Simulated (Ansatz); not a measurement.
The reference is Lu in the hcp (Mg type) structure (space group P6_3/mmc, No. 194; a = 3.445 Å, c = 5.349 Å).

Computed with PBEsol/PAW in Ansatz (a quantum-chemistry and plane-wave program), no spin-orbit coupling.

Base values:

The lattice parameter a is 3.445 Å and the c/a ratio is 1.553.

One thing is altered: Ta takes the place of Lu on all its sites; the structure is relaxed again.

Tabulated Pauling electronegativity and covalent radius: Lu 1.27, 1.87 Å; Ta 1.50, 1.70 Å.

Task: What does the calculation give for the lattice parameter a after the change?

Result: The lattice parameter a decreases by 0.579 Å to 2.866 Å.

Task: Estimate the effect on the c/a ratio.

Result: The c/a ratio rises by 0.224 to 1.777.

Stability against distortions was not tested. For Ta in this form, whether it has been made was not checked. All final runs are without spin polarisation. This is not the structure that Ta has at room temperature and ambient pressure.
